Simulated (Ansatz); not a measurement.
The parent structure is K₂S in the anti-fluorite structure (space group Fm-3m, No. 225; a = 7.336 Å).

The values are results of PBEsol (Ansatz, a program for electronic structure; PAW; 420 eV plane waves; no spin-orbit coupling), not measurements.

For the base:

The band gap is 2.35 eV and the pressure is 0.01 GPa.

It is then changed as follows: the cell is scaled by 1.0200 in all directions; the atoms relax in the strained cell.

Question: What happens to the band gap, energy relative to the base and pressure?

Answer: The band gap drops by 0.14 eV to 2.21 eV; the energy goes up by 6.9 meV/atom; the pressure decreases by 1.044 GPa, from 0.01 GPa to -1.04 GPa.

No phonon test of stability was made.
